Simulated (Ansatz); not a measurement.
The parent structure is Ge in the diamond structure (space group Fd-3m, No. 227; a = 5.676 Å).

Level of theory: DFT with PBEsol, PAW potentials and a 420 eV plane-wave cutoff in Ansatz (a quantum-chemistry and plane-wave program), spin-orbit coupling left out.

Base values:

The magnetic state is not spin-polarised and the density comes out as 5.28 g/cm³.

One thing is altered: full substitution Ge → Co, then cell and atoms are relaxed.

Tabulated Pauling electronegativity and covalent radius: Ge 2.01, 1.20 Å; Co 1.88, 1.26 Å.

### Question
What does the calculation give for the magnetic state and density after the change?

### Answer
The magnetic state goes from not spin-polarised to ferromagnetic; the density goes up by 1.018 g/cm³, from 5.28 g/cm³ to 6.29 g/cm³.

The magnetic state is the one reached from the starting moments; the real material's order can differ, and small cells can't hold many antiferromagnetic ones. Stability against distortions was not tested. For Co in this form, whether it has been made was not checked. This is not the structure that Co has at room temperature and ambient pressure.
